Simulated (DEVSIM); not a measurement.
Device: Schottky contact on n-type Si, at 250 K.

```
layer (left to right)  material  thickness (μm)  Nd (cm⁻³)  τn (s)  τp (s)
---------------------  --------  --------------  ---------  ------  ------
1                            Si            14.0       6e16  1.1e-6  1.1e-6
2                            Si            35.0     1.6e18  1.1e-6  1.1e-6
```

Left contact: Schottky, work function 4.81 eV, emission velocity 2.2e6 cm/s. Right contact: ohmic. Voltage is applied to the left contact. Recombination: SRH at mid-gap. Gap narrowing is on: ΔEg = 6.92 meV × (l + √(l² + 0.5)), l = ln(N/1.3e17 cm⁻³), shared equally by both band edges. Mobility is μmin + (μ − μmin)/(1 + (N/Nref)^α).

This is a model device: material constants are rounded textbook-type values typed into the input, and sizes, dopings and lifetimes were drawn at random. Values at 300 K; Nc and Nv go as T^1.5, mobilities as T to minus their exponent, the gap by Varshni's rule with the affinity fixed.

| parameter | Si |
|---|---|
| gap (eV) | 1.124 |
| affinity (eV) | 4.05 |
| permittivity | 11.7 |
| Nc (cm⁻³) | 2.86e19 |
| Nv (cm⁻³) | 3.1e19 |
| μn (cm²/Vs) | 1417 |
| μp (cm²/Vs) | 470 |
| μn,min | 52 |
| μp,min | 45 |
| Nref,n | 9.7e16 |
| Nref,p | 2.2e17 |
| αn | 0.68 |
| αp | 0.72 |
| T exponent of μn | 2.3 |
| T exponent of μp | 2.2 |
| Varshni α (eV/K) | 0.000473 |
| Varshni β (K) | 636 |

Simulated with DEVSIM: 1D drift-diffusion, Boltzmann statistics, complete ionisation; no tunnelling, impact ionisation, image-force lowering or self-heating. Metal contacts follow the ideal Schottky-Mott rule: no Fermi-level pinning, no interface dipoles.

The doping Nd of layer 2 was swept, all else fixed.

```csv
doping Nd of layer 2 (cm^-3),potential step across the device at zero bias (V),dark forward voltage at 100 A/cm² (V)
4.8e16,0.627,0.565
1.6e17,0.651,0.545
4.8e17,0.668,0.540
1.6e18,0.686,0.536
4.8e18,0.702,0.534
```

From the first row to the last the potential step across the device at zero bias goes from 0.627 to 0.702. From the first row to the last the dark forward voltage at 100 A/cm² goes from 0.565 to 0.534.
